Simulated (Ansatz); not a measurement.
## WC under a change: isotropic strain −0.89 %

The parent structure is WC (space group P-6m2, No. 187; a = 2.913 Å, c = 2.836 Å; relaxed with 0.1 eV smearing).

Modification: every lattice vector is shortened by 0.89 %; the atoms relax in the strained cell.

Level of theory: r2SCAN, PAW, 500 eV (Ansatz, a first-principles code; without spin-orbit coupling), earlier PAW set. Settings: 23×23×20 k-points, 0.1 eV Fermi–Dirac smearing.

- Volume per atom: 10.14 Å³ (base 10.42 Å³)
- Space group: P-6m2 (No. 187) (base P-6m2 (No. 187))
- Shortest interatomic distance: 2.180 Å (base 2.200 Å)
- Energy relative to the base (free energy F): +9.7 meV/atom
- Pressure (mean of the normal stresses, compression positive): 11.5 GPa (base 0.0 GPa)
- Band gap: zero (base zero)

Cost of the whole job for the changed cell (relaxation, final SCF and bands): roughly 40 core-seconds.

Whether these cells are dynamically stable was not tested. The final runs are not spin-polarised.
